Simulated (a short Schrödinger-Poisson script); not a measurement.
Stack: MOS inversion layer, SiO2 on p-type GaN, at 400 K.

```
layer  material  thickness (nm)  Na (cm⁻³)
-----  --------  --------------  ---------
1          SiO2               2          -
2           GaN            2300     7.4e16
```

Constants are typed, rounded textbook-type inputs, not results; the design itself was drawn at random and stands for no fabricated device. SiO2: permittivity 3.9, conduction-band edge (eV) 3.2, gap (eV) 9, electron mass (mₑ) 0.5. GaN: permittivity 9.5, conduction-band edge (eV) 0, gap (eV) 3.43, Nv at 300 K (cm⁻³) 4.6e19.

Channel valleys (confinement mass, in-plane density-of-states mass, number): Γ 0.2, 0.2, 1. At the gate the conduction-band edge of layer 1 lies 3.75 eV − eVg above the Fermi level of the channel; the field vanishes at the back. Gaps are held at their typed values at every temperature. Mesh 0.03 nm at interfaces.

From a short Schrödinger-Poisson script (our own, NumPy): 1D Poisson equation in equilibrium, electrons quantum, Hartree (BenDaniel-Duke, 12 states a valley, the channel's in-plane mass for all, wave functions ending at the dielectric), parabolic valleys, classical holes, full ionisation, no traps, pinning or gate leakage.

The same stack at other levels of the model or other numerical settings:

| run | sheet density of all electrons at Vg = 2.1 V (cm⁻²) | sheet density of all electrons at Vg = 0.9 V (cm⁻²) | capacitance at Vg = 2.1 V (μF/cm²) | centroid of the channel electrons at Vg = 2.1 V (nm) | rough cost against the base |
|---|---|---|---|---|---|
| base | 9.49e12 | 8.49e11 | 1.25 | 2.12 | about 1 |
| electrons treated as classical, Boltzmann | 1.32e13 | 1.54e12 | ___ | 0.47 | 0.07 |
| electrons treated as classical, Fermi-Dirac | 1.10e13 | 1.36e12 | 1.35 | 1.22 | 0.3 |
| electrons treated as quantum, Hartree plus LDA exchange-correlation | ___ | 9.81e11 | 1.27 | 2.01 | 2 |
| mesh six times as coarse | 9.49e12 | 8.49e11 | 1.25 | 2.11 | 0.2 |
| one subband a valley | 9.44e12 | ___ | 1.24 | 1.98 | 0.6 |

Question: Complete the blanks.

Answer: 
- electrons treated as quantum, Hartree plus LDA exchange-correlation, sheet density of all electrons at Vg = 2.1 V (cm⁻²): 9.89e12
- one subband a valley, sheet density of all electrons at Vg = 0.9 V (cm⁻²): 8.36e11
- electrons treated as classical, Boltzmann, capacitance at Vg = 2.1 V (μF/cm²): 1.64

The classical rows ignore confinement, and Boltzmann statistics overrate the density once the band edge passes the Fermi level.

In real p-type GaN the Mg acceptor is only partly ionised, and so wide a gap doesn't supply an inversion layer without source and drain.
